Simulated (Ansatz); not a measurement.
Output of an Ansatz run (abridged):

```
WARN ansatz: RAYON_NUM_THREADS=1 ignored (pool sized by the plan → 1); use --threads N
Pseudopotentials: kind: paw
Pseudopotential: Ca, paw, valence charge 10
Pseudopotential: C, paw, valence charge 4
Crystal: 3 atoms, lattice volume = 48.645 Å³
Basis set: ecut = 420 eV, 951 PW (Γ), exchange–correlation on 60×60×60 points (8 copies of the dense FFT grid, shifted against one another)
Bands: 13, of which v1, the nominal top of the filled ones, is band 9 counted from 1 (8 counted from 0)
Symmetry: 8 space group operations
Space group: I4mm (ITA 107), of the structure as read, at distance tolerance 3.7e-5 Å
k-points: 75 of 729 (time reversal used)
PAW frozen core: Ca, regenerated for the run's functional, and the local potential with it
PAW frozen core: C, regenerated for the run's functional, and the local potential with it
Initial density: superposition of atomic densities (neutral atoms: chi_scale 0, normalization atom), corrected by the library's trained network
Initial wavefunctions: pseudopotential atomic-orbital guess
Eigensolver: davidson
Functional: x = pbesol(κ = 0.804, μ = 0.12345679012345678), c = pbesol(β = 0.046)
SCF iter   1: F=—  HF=-2286.868973 eV  |F-HF|=—  |Δ(HF+E_count)|=         —  Δρ=5.99e-3  dr2=2.16e-2  ethr=1.77e-3  ⟨swp⟩=6.0  Hψ=6184  notcnv=0
all-band conjugate gradients solve this SCF's bands
preconditioner: auto → none
SCF iter   2: F=—  HF=-2286.862002 eV  |F-HF|=—  |Δ(HF+E_count)|=   6.97e-3  Δρ=1.54e-3  dr2=7.66e-4  ethr=1.20e-4  ⟨swp⟩=2.1  Hψ=2146  notcnv=0
SCF iter   3: F=—  HF=-2286.862149 eV  |F-HF|=—  |Δ(HF+E_count)|=   1.47e-4  Δρ=6.37e-4  dr2=1.07e-4  ethr=4.26e-6  ⟨swp⟩=2.5  Hψ=1590  notcnv=0
SCF iter   4: F=—  HF=-2286.862256 eV  |F-HF|=—  |Δ(HF+E_count)|=   1.07e-4  Δρ=1.61e-4  dr2=5.73e-6  ethr=5.96e-7  ⟨swp⟩=2.0  Hψ=1285  notcnv=0
SCF iter   5: F=—  HF=-2286.862266 eV  |F-HF|=—  |Δ(HF+E_count)|=   9.80e-6  Δρ=2.39e-5  dr2=4.07e-7  ethr=3.18e-8  ⟨swp⟩=2.0  Hψ=1351  notcnv=0
SCF iter   6: F=-2286.862266 eV  HF=-2286.862266 eV  |F-HF|=6.32e-11  |Δ(HF+E_count)|=   3.69e-8  Δρ=4.92e-6  dr2=7.52e-9  ethr=5.56e-10  ⟨swp⟩=6.0  Hψ=4932  notcnv=0
SCF 1 converged in 6 iterations: F = -2286.862266 eV  dr2 = 7.52e-9
SCF converged after 6 iterations
Free energy (F): -2286.862266 eV
Harris-Foulkes:  -2286.862266 eV  (|F-HF|=6.32e-11)
Internal energy: -2286.862266 eV  (E = F + TS)
E sigma→0 (E₀):  -2286.862266 eV
Entropy (-TS):   -0.000000 eV (-0.000 meV/atom)
Fermi energy:    5.372209 eV
--- Per-component energies (eV) ---
  E_band       = -154.556176
  E_kinetic    = 448.959275
  E_local      = -964.261403  (includes V_loc(G=0)·N_el)
  E_nonlocal   = 120.573807
  E_hartree    = 301.635352
  E_xc         = -229.002828
  E_vxc        = -285.902128  (∫ρ·V_xc dr)
  E_paw        = -1026.576891  (= ΣΔE_a)
  E_vpaw       = -77.196025  (= ΣTr[D̂ρ^β])
  E_aug_tail   = 0.000009  (compensation charges beyond the density's cutoff)
  E_ewald      = -938.350582
  E_core_change = 0.160995  (= ΣΔE_core)
  E_smearing   = -0.000000  (= −TS)
  E_closure    = -0.000000  (closes the sum)
  Σ components = -2286.862266   (vs F -2286.862266, Δ=0.00e0)
--- Forces (eV/Å), atoms counted from 1 ---
  atom   1  Ca    -0.00000000     0.00000000    -0.21626727
  atom   2  C     -0.00000000     0.00000000     0.25416147
  atom   3  C      0.00000000    -0.00000000    -0.03782899
  max |Σ_I F_I| component: 6.52e-5 eV/Å
--- Stress (GPa, compression-positive) ---
       -2.414772      -0.000000      -0.000000
       -0.000000      -2.414772      -0.000000
       -0.000000      -0.000000      -3.087016
  P = ⅓ Tr σ = -2.6389 GPa (-26.389 kbar)
  The stress holds the Pulay correction. Without it, at fixed plane waves, as pw.x and ABINIT print it: P = -2.8460 GPa
--- Band table (eV; the first three rows and the last of 75) ---
  k-point 0: bands = ["-34.1296", "-15.2208", "-15.2208", "-15.1051", "-8.0709", "2.0370", "2.4616", "3.7594", "3.7594", "7.8920", "7.8920", "9.0226", "9.8206"]
  k-point 1: bands = ["-34.1278", "-15.2411", "-15.2297", "-15.1087", "-7.9950", "1.9705", "2.3141", "3.5633", "3.6450", "7.5769", "8.3738", "9.4153", "10.1454"]
  k-point 2: bands = ["-34.1231", "-15.2840", "-15.2521", "-15.1179", "-7.8446", "1.7849", "2.0259", "3.4201", "3.4490", "6.9235", "9.6158", "10.3557", "10.5403"]
  k-point 74: bands = ["-34.1213", "-15.2596", "-15.2428", "-15.2044", "-7.7749", "0.2571", "2.9186", "3.0996", "4.6541", "8.1653", "10.7595", "11.1194", "11.3596"]
```

The structure:

```
CELL_PARAMETERS angstrom
     -1.94397     1.94397     3.21812
      1.94397    -1.94397     3.21812
      1.94397     1.94397    -3.21812
ATOMIC_POSITIONS crystal
  Ca 0.00777 0.00777 0.00000
  C  0.59789 0.59789 0.00000
  C  0.40211 0.40211 0.00000
```

Problem. Write an input that gives this output.

Solution. Other spellings and defaults could give the same log, and not every line can be read from it. The input that was run (DFT, PBEsol, plane waves, default PAW files made with PBE):

Ansatz 0.2 input:
```yaml
crystal:
  lattice:
    - [-1.943971, 1.943971, 3.218121]
    - [1.943971, -1.943971, 3.218121]
    - [1.943971, 1.943971, -3.218121]
  atoms:
    - { symbol: Ca, position_ang: [0.000000, -0.000000, 0.050003] }
    - { symbol: C, position_ang: [0.000000, -0.000000, 3.848165] }
    - { symbol: C, position_ang: [-0.000000, 0.000000, 2.588077] }
basis:
  ecutwfc: 420.0
kpoints:
  mp_grid: { grid: [9, 9, 9] }
hamiltonian:
  xc: pbesol
  pseudopotentials: { kind: paw }
scf:
  occupations: { method: fermi_dirac, width: 0.05 }
output:
  forces: true
  eigenvalues: true
  stress: true
```

The starting cell comes from a database of computed structures (which also holds hypothetical and non-ambient phases and stackings), without a prior relaxation at this level. Its lattice was rescaled by up to half a per cent. One atom was moved a little off its site on purpose. Ansatz's pressure includes its estimate of the finite-basis (Pulay) stress.

Ansatz is an electronic-structure program.
